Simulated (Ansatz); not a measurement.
# What Sb → P does to InSb

Start from InSb in the zinc blende structure (space group F-43m, No. 216; a = 6.5559 Å).

Perturbation: P takes the place of Sb on all its sites, then cell and atoms are relaxed.

Level of theory: DFT with r2SCAN, PAW potentials and a 500 eV plane-wave cutoff in Ansatz (an electronic-structure program), spin-orbit coupling left out. Settings: 10×10×10 k-points, 0.05 eV Fermi–Dirac smearing, for the changed cell.

```tsv
quantity	base	changed	shift
volume per atom	35.22 Å³	25.76 Å³	-9.46 Å³
density	5.58 g/cm³	4.70 g/cm³	-0.88 g/cm³
lattice parameter a	6.556 Å	5.907 Å	-0.649 Å
band gap	zero	1.03 eV	–
electron mass	–	0.074 mₑ (at Γ)	–
hole mass (degenerate bands, along [100])	–	0.073, 0.44, 0.44 mₑ (at Γ)	–
```

Final structure:

```xyz
2
Lattice="0.0000 2.9535 2.9535 2.9535 0.0000 2.9535 2.9535 2.9535 0.0000" Properties=species:S:1:pos:R:3 pbc="T T T"
P      4.4303     4.4303     4.4303
In     0.0000     0.0000     0.0000
```

With Sb present, leaving out spin-orbit coupling can change the band edges. Effective masses come from finite differences of ±0.01 Å⁻¹. Whether these cells are dynamically stable was not tested. The final runs are not spin-polarised. Gaps under 0.05 eV, about the width of the smearing, are given as zero. A zero or small gap of InSb can be the functional's error rather than a property of the material.
